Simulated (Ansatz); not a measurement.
Consider SiO2 in the rutile structure (space group P4_2/mnm, No. 136).

```
SiO2
1.0
    4.23588     0.00000     0.00000
    0.00000     4.23588     0.00000
    0.00000     0.00000     2.68991
Si O
2 4
Direct
  0.50000   0.50000   0.50000
  0.00000   0.00000   0.00000
  0.80699   0.80699   0.50000
  0.30699   0.69301   0.00000
  0.69301   0.30699   0.00000
  0.19301   0.19301   0.50000
```

Cartesian axes are those of the cell as printed.

Level of theory: DFT with PBE, PAW potentials and a 420 eV plane-wave cutoff in Ansatz (a quantum-chemistry and plane-wave program), spin-orbit coupling left out, earlier PAW set.

For the base:

The hole mass is 1.9 mₑ along c, 1.1 mₑ across (at Γ) and the width of the top valence band is 2.56 eV.

It is then changed as follows: the cell is compressed by 1.80 % along z with no lateral relaxation; the atoms relax in the strained cell.

Task: How does this affect the stress?

Result: The stress (xx, yy, zz, yz, xz, xy; compression positive) comes out as (3.29, 3.29, 13.28, 0.00, 0.00, 0.00) GPa.

Task: Predict the new hole mass.

Result: The hole mass becomes 2.1 mₑ along z, 1.1 mₑ across (at Γ) (base: 1.9 mₑ along c, 1.1 mₑ across (at Γ)).

Task: Predict the new energy relative to the base.

Result: The energy increases by 5.9 meV/atom.

Task: Estimate the effect on the width of the top valence band.

Result: The width of the top valence band grows by 0.06 eV, from 2.56 eV to 2.62 eV.

The levels and masses belong to the bands next to the band gap. Masses are band curvatures over ±0.01 Å⁻¹ around the edge. Whether these cells are dynamically stable was not tested.
